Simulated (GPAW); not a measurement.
Input and output of a self-consistent single point for ZrGeS (P4/nmm, 6 atoms in the cell) (GPAW).

Method: PBEsol+U, GPAW PAW datasets PBEsol (made by gpaw-setup) (plane waves; GPAW 25.7.0).

```
CELL_PARAMETERS angstrom
      3.54845     0.00000     0.00000
      0.00000     3.54845     0.00000
      0.00000     0.00000     7.87235
ATOMIC_POSITIONS crystal
  Zr 0.00000 0.50000 0.72519
  Zr 0.50000 0.00000 0.27481
  Ge 0.50000 0.50000 0.00000
  Ge 0.00000 0.00000 0.00000
  S  0.00000 0.50000 0.37856
  S  0.50000 0.00000 0.62144
```

Reference input (self-consistent single point, DFT PBEsol, plane waves, GPAW PAW datasets PBEsol (made by gpaw-setup)): mode = pw; ecut = 550 eV; xc = PBEsol; kpts = 7 7 3; mesh shift (steps) = 0 0 0; occupations.name = fermi-dirac; occupations.width = 0.136 eV; nbands = -12; convergence.forces = 0.001 eV/Å; symmetry.symmorphic = false; symmetry.tolerance = 0.0005; maxiter = 100. This run's input differs from it in these lines:

```diff
@@ -18,2 +18,3 @@
             xc='PBEsol',
+            setups={'Zr': ':d,2.0'},
             kpts=(7, 7, 3),
```

Log, with long lists cut:

```
     iter     time        total  log10-change:
                         energy   eigst   dens  force
iter:   1 --:--:--   -39.405495
iter:   2 --:--:--   -39.241470   -0.98  -1.15
iter:   3 --:--:--   -38.752593   -1.36  -1.19
iter:   4 --:--:--   -38.684913   -1.90  -1.35
iter:   5 --:--:--   -38.693799   -2.12  -1.49
iter:   6 --:--:--   -38.680085c  -2.39  -1.70
iter:   7 --:--:--   -38.660405   -3.13  -2.11
iter:   8 --:--:--   -38.659695c  -3.62  -2.36
iter:   9 --:--:--   -38.655630c  -3.01  -2.31
iter:  10 --:--:--   -38.654802c  -4.52  -2.91
iter:  11 --:--:--   -38.654758c  -5.40  -3.01
iter:  12 --:--:--   -38.654859c  -4.46  -3.04
   [... lines left out ...]
iter:  14 --:--:--   -38.654810c  -6.37  -3.59
iter:  15 --:--:--   -38.654813c  -6.20  -3.61
iter:  16 --:--:--   -38.654796c  -6.47  -3.76
iter:  17 --:--:--   -38.654832c  -6.24  -4.04c
iter:  18 --:--:--   -38.654830c  -6.88  -4.04c
iter:  19 --:--:--   -38.654829c  -7.48c -4.41c
iter:  20 --:--:--   -38.654826c  -8.09c -4.48c -2.26
iter:  21 --:--:--   -38.654825c  -7.62c -4.56c -2.00
iter:  22 --:--:--   -38.654823c  -7.75c -4.56c -2.48
iter:  23 --:--:--   -38.654826c  -7.75c -4.83c -2.14
iter:  24 --:--:--   -38.654827c  -8.32c -4.90c -2.30
iter:  25 --:--:--   -38.654827c  -9.32c -5.26c -3.87c
Converged after 25 iterations.

Dipole moment: (0.000000, 0.000000, -0.000000) |e|*Ang

Energy contributions relative to reference atoms: (reference = -331467.620297)

Kinetic:        +69.030872
Potential:      -63.128382
External:        +0.000000
XC:             -45.328557
Entropy (-ST):   -0.076393
Local:           +0.809436
SIC:             +0.000000
--------------------------
Free energy:    -38.693024
Extrapolated:   -38.654827

Showing only first 2 kpts
 Kpt  Band  Eigenvalues  Occupancy
  0    20      8.78838    2.00000
  0    21      9.98547    1.99986
  0    22     10.94374    1.85448
  0    23     11.76728    0.05803

  1    20      8.79990    2.00000
  1    21      8.79990    2.00000
  1    22     11.38276    0.67112
  1    23     12.27954    0.00138

Fermi level: 11.28986

No gap
   [... lines left out ...]
  0 Zr    0.00000    0.00000   -0.32785
  1 Zr    0.00000    0.00000    0.32785
  2 Ge   -0.00000    0.00000    0.00000
  3 Ge    0.00000    0.00000    0.00000
  4 S     0.00000    0.00000    0.17745
  5 S     0.00000    0.00000   -0.17745

Stress tensor:
    -0.057571     0.000000     0.000000
     0.000000    -0.057571     0.000000
     0.000000     0.000000    -0.057662
Stress (GPa, Voigt): [-9.2239 -9.2239 -9.2385  0.      0.      0.    ]
```

The run converged in 25 iterations. GPAW prints stress with tension positive. Against the reference run the pressure goes from 6.46 to 9.23 GPa and the largest force goes from 0.341 to 0.328 eV/Å.

The starting cell comes from a database of computed structures (which also holds hypothetical and non-ambient phases and stackings), without a prior relaxation at this level. Its lattice was rescaled by a random factor within 2.5 % of one. Spin polarisation is off. The U value is a test value, and with U on an open shell several self-consistent states can exist. With a pressure of about 9 GPa the cell is away from its equilibrium volume at this level.

Cost on one core of a shared machine: roughly 60 s.
